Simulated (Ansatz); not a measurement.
# Convergence study of the k-point mesh for TlIO3 (R3m, 5 atoms in the cell)

```xyz
5
Lattice="3.1602 1.8246 2.6634 -3.1602 1.8246 2.6634 0.0000 -3.6491 2.6634" Properties=species:S:1:pos:R:3 pbc="T T T"
Tl     0.0000     0.0000     0.1199
I      0.0000     0.0000     4.0100
O      1.3949     0.8053     4.8662
O     -1.3949     0.8053     4.8662
O      0.0000    -1.6107     4.8662
```

Method: PBEsol, default PAW files made with PBE (plane waves; Ansatz, an electronic-structure program).

Base settings: basis.ecutwfc = 420 eV; kpoints.mp_grid.grid = 6 6 6; hamiltonian.xc = pbesol; hamiltonian.pseudopotentials = {kind: paw} (the program's default PAW files); scf.occupations.method = fermi_dirac; scf.occupations.width = 0.02 eV.

The second cell is the first with its lattice scaled by 0.98.

Only quantities that move along the ladder and can be compared are tabulated.

The count of work is k-points × plane waves × bands × iterations; it is no time. Core times come from one kind of shared machine, to one figure; runs under 30 s give none.

The starting cell comes from a database of computed structures (which also holds hypothetical and non-ambient phases and stackings), without a prior relaxation at this level. Its lattice was rescaled by up to half a per cent. One atom was moved a little off its site on purpose. Spin-orbit coupling is off. Ansatz's pressure includes its estimate of the finite-basis (Pulay) stress.

| kpoints.mp_grid.grid | free energy less the last step's (meV/atom) | energy of the compressed cell less the first (meV/atom) | pressure (GPa) | largest difference of a force vector from the last step's (eV/Å) | gap on the mesh (eV) | count of work / last | core time / last (rough) |
|---|---|---|---|---|---|---|---|
| 1 1 1 | -903.42 | -52.73 | -10.20 | 3.669 | 7.121 | 0.0027 | – |
| 2 2 2 | 78.81 | 26.96 | 1.02 | 0.648 | 2.666 | 0.0096 | – |
| 3 3 3 | -9.22 | 18.26 | -0.27 | 0.107 | 3.964 | 0.014 | – |
| 4 4 4 | 1.50 | 19.67 | -0.05 | 0.025 | 2.694 | 0.031 | – |
| 5 5 5 | -0.25 | 19.54 | -0.09 | 0.006 | 3.173 | 0.046 | – |
| 6 6 6 | 0.03 | 19.57 | -0.08 | 0.001 | 2.696 | 0.077 | – |
| 7 7 7 | 0.02 | 19.53 | -0.08 | 0.000 | 2.925 | 0.11 | – |
| 8 8 8 | -0.01 | 19.57 | -0.08 | 0.000 | 2.696 | 0.16 | – |
| 9 9 9 | 0.01 | 19.54 | -0.08 | 0.000 | 2.828 | 0.20 | – |
| 10 10 10 | -0.01 | 19.57 | -0.08 | 0.000 | 2.696 | 0.28 | – |
| 11 11 11 | 0.01 | 19.54 | -0.08 | 0.000 | 2.781 | 0.35 | – |
| 12 12 12 | 0.00 | 19.56 | -0.08 | 0.000 | 2.696 | 0.45 | 0.4 |
| 13 13 13 | 0.00 | 19.57 | -0.08 | 0.000 | 2.755 | 0.55 | 0.4 |
| 14 14 14 | 0.01 | 19.55 | -0.08 | 0.000 | 2.694 | 0.69 | 0.6 |
| 16 16 16 | 0.00 | 19.56 | -0.08 | 0.000 | 2.691 | 1.0 | 1 |

Coarsest kpoints.mp_grid.grid that holds the energy of the compressed cell less the first within 2 meV/atom of the last step, with all finer ones: 3 3 3, at 0.014 of the last step's count of work; the step before is off by 7.4 meV/atom.

Coarsest kpoints.mp_grid.grid that holds the free energy within 5 meV/atom of the last step, with all finer ones: 4 4 4, at 0.031 of the last step's count of work; the step before is off by 9.2 meV/atom.

Coarsest kpoints.mp_grid.grid that holds the pressure within 0.2 GPa of the last step, with all finer ones: 3 3 3, at 0.014 of the last step's count of work; the step before is off by 1.1 GPa.

The energy difference between the two cells stays within 1 meV/atom of the last step's from 4 4 4 on, the total only from 5 5 5 on: much of the error is common to both cells and cancels.

The gap on the mesh jumps up and down from mesh to mesh; it is no smooth measure of convergence.

Keys are those of Ansatz 0.2.
